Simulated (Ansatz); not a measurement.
Take Se (space group P3_121, No. 152; a = 4.535 Å, c = 5.041 Å; made of chains) as the base.

(Cell as relaxed with PBE.)

Levels (all Ansatz, a program for electronic structure, PAW): PBE (420 eV, no spin-orbit coupling); r2SCAN (500 eV, spin-orbit coupling left out).

Each level relaxes its own structure.

```json
[
 {"base": "volume per atom", "PBE": "29.92 Å³", "r2SCAN": "29.25 Å³"},
 {"base": "lattice parameter a", "PBE": "4.535 Å", "r2SCAN": "4.506 Å"},
 {"base": "band gap", "PBE": "1.04 eV", "r2SCAN": "1.33 eV"}
]
```

One thing is altered: the cell is scaled by 0.9845 in all directions, atoms relaxed at fixed cell.

```csv
quantity,PBE,r2SCAN
smallest direct gap,1.32 eV,(withheld)
electron mass,"0.16 mₑ along c, 0.34 mₑ across (at H)",(withheld)
gap character,"indirect, L → H",(withheld)
```

**Question.** Predict the r2SCAN column.

**Answer.** 
- smallest direct gap, r2SCAN: 1.64 eV
- electron mass, r2SCAN: 0.18 mₑ along c, 0.39 mₑ across (at H)
- gap character, r2SCAN: indirect, L → H

PBE's smallest direct gap lies 0.32 eV below r2SCAN's; the two agree on the gap character. Neither level is exact; r2SCAN is the comparison here, not a measurement.

The cells carry an imposed strain or load. Effective masses come from finite differences of ±0.01 Å⁻¹. No phonon test of stability was made. No dispersion term is included, though the crystal is made of layers, chains or molecules, so its spacings can come out too wide.
